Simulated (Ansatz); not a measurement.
For TiTe₂ (model structure, started from the rutile type, P4₂/mnm, No. 136, 6 atoms in the cell), PBE (plane waves, PAW; Ansatz, a first-principles code) gives:

- equilibrium lattice constant a = 6.757 Å
- lattice parameter c = 3.765 Å
- formation enthalpy = -0.580 eV/atom

Task: What does PBE-D3(BJ) (Ansatz, plane waves, PAW) give for the same quantities?

Result: 
- lattice constant a: 6.664 Å (shrinks by 1.4 %)
- lattice parameter c: 3.679 Å (drops by 2.3 %)
- formation enthalpy: -0.549 eV/atom (moves by +0.031 eV/atom)

Changes are worked out from the printed values.

Unless a cell is named, each level is at its own relaxed cell (PBE 28.65, PBE-D3(BJ) 27.23 Å³/atom).

Levels without +SOC leave out spin–orbit coupling, which shifts energies and cells of such heavy elements.

Ansatz's density-functional and Hartree–Fock values are scalar-relativistic unless marked +SOC, with PAW data made under PBE.

A model structure was made by putting elements into a prototype or built by hand; it is no filed structure, need not be a known phase, and can be a saddle point held by its symmetry.
